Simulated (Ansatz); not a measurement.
The starting structures come from a database of crystals and need not be the phases stable at ambient conditions.

 Where the default PAW files enter, the runs use the earlier of Ansatz's two default sets.

The decay constant κ of evanescent states in the gap governs leakage through a thin film.

Here is the system:

```yaml
crystal:
  lattice:
    - [5.17616, 0.00000, 0.00000]
    - [0.00000, 5.38907, 0.00000]
    - [0.00000, 0.00000, 5.10111]
  atoms:
    - { symbol: Zr, position: [0.26646, 0.03027, 0.74906] }
    - { symbol: Zr, position: [0.73354, 0.96973, 0.24906] }
    - { symbol: Zr, position: [0.26646, 0.46973, 0.24906] }
    - { symbol: Zr, position: [0.73354, 0.53027, 0.74906] }
    - { symbol: O, position: [0.53670, 0.22988, 0.50084] }
    - { symbol: O, position: [0.46330, 0.77012, 0.00084] }
    - { symbol: O, position: [0.53670, 0.27012, 0.00084] }
    - { symbol: O, position: [0.46330, 0.72988, 0.50084] }
    - { symbol: O, position: [0.06736, 0.36503, 0.60611] }
    - { symbol: O, position: [0.93264, 0.63497, 0.10611] }
    - { symbol: O, position: [0.06736, 0.13497, 0.10611] }
    - { symbol: O, position: [0.93264, 0.86503, 0.60611] }
```

Space group of this cell: Pca2_1. The cell is strained (lengths across the current scaled by 1.02, ions clamped); by r2SCAN its mean pressure is -9.4 GPa.

Transport runs along the normal of the first two printed cell vectors.

No gap correction and no spin-orbit coupling; mid-gap values are interpolated between computed energies.

Q: Give the band gap and the smallest decay constant κ at mid-gap that Ansatz (a first-principles code) with r2SCAN yields.

A: Gap 4.23 eV on a 6×6×6 mesh; κ = 0.410 1/Å, at the zone centre.
